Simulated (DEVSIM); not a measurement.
System: abrupt Si p-n junction, at 250 K.

```csv
layer (left to right),material,thickness (μm),Nd (cm⁻³),Na (cm⁻³),τn (s),τp (s)
1,Si,0.330,-,3.7e16,8.5e-6,8.5e-6
2,Si,31.0,8.9e16,-,8.5e-6,8.5e-6
```

Left contact: ohmic. Right contact: ohmic. Voltage is applied to the left contact. Recombination: SRH at mid-gap, radiative, Auger. Mobility is μmin + (μ − μmin)/(1 + (N/Nref)^α).

This is a model device: material constants are rounded textbook-type values typed into the input, and sizes, dopings and lifetimes were drawn at random. Values at 300 K; Nc and Nv go as T^1.5, mobilities as T to minus their exponent, the gap by Varshni's rule with the affinity fixed.

| parameter | Si |
|---|---|
| gap (eV) | 1.124 |
| affinity (eV) | 4.05 |
| permittivity | 11.7 |
| Nc (cm⁻³) | 2.86e19 |
| Nv (cm⁻³) | 3.1e19 |
| μn (cm²/Vs) | 1417 |
| μp (cm²/Vs) | 470 |
| μn,min | 52 |
| μp,min | 45 |
| Nref,n | 9.7e16 |
| Nref,p | 2.2e17 |
| αn | 0.68 |
| αp | 0.72 |
| T exponent of μn | 2.3 |
| T exponent of μp | 2.2 |
| B (cm³/s) | 4.7e-15 |
| Cn (cm⁶/s) | 2.8e-31 |
| Cp (cm⁶/s) | 9.9e-32 |
| Varshni α (eV/K) | 0.000473 |
| Varshni β (K) | 636 |

Model (solved in DEVSIM): 1D drift-diffusion, Boltzmann statistics, complete ionisation; no tunnelling, impact ionisation, image-force lowering or self-heating.

Base results: dark forward voltage at 1 A/cm² (V) 0.670; dark forward voltage at 100 A/cm² (V) 0.792; largest field in the device at zero bias (V/cm) 82000; potential step across the device at zero bias (V) 0.879.

What follows from this one change: thickness of layer 2 31 → 11 μm?

dark forward voltage at 1 A/cm² little changed (0.669 V); dark forward voltage at 100 A/cm² 0.792 → 0.780 V; largest field in the device at zero bias little changed (82000 V/cm); potential step across the device at zero bias little changed (0.879 V).

What follows from this one change: doping Na of layer 1 3.7e+16 → 1.1e+15 cm^-3?

dark forward voltage at 1 A/cm² 0.670 → 0.548 V; dark forward voltage at 100 A/cm² 0.792 → 0.691 V; largest field in the device at zero bias 82000 → 27000 V/cm; potential step across the device at zero bias 0.879 → 0.803 V.

What follows from this one change: temperature 250 → 450 K?

dark forward voltage at 1 A/cm² 0.670 → 0.199 V; dark forward voltage at 100 A/cm² 0.792 → 0.452 V; largest field in the device at zero bias 82000 → 62000 V/cm; potential step across the device at zero bias 0.879 → 0.549 V.

What follows from this one change: thickness of layer 1 0.33 → 0.12 μm?

dark forward voltage at 1 A/cm² 0.670 → 0.634 V; dark forward voltage at 100 A/cm² 0.792 → 0.762 V; largest field in the device at zero bias little changed (84000 V/cm); potential step across the device at zero bias little changed (0.879 V).

What follows from this one change: constant mobility in place of the doping-dependent one?

dark forward voltage at 1 A/cm² 0.670 → 0.660 V; dark forward voltage at 100 A/cm² 0.792 → 0.775 V; largest field in the device at zero bias little changed (82000 V/cm); potential step across the device at zero bias little changed (0.879 V).
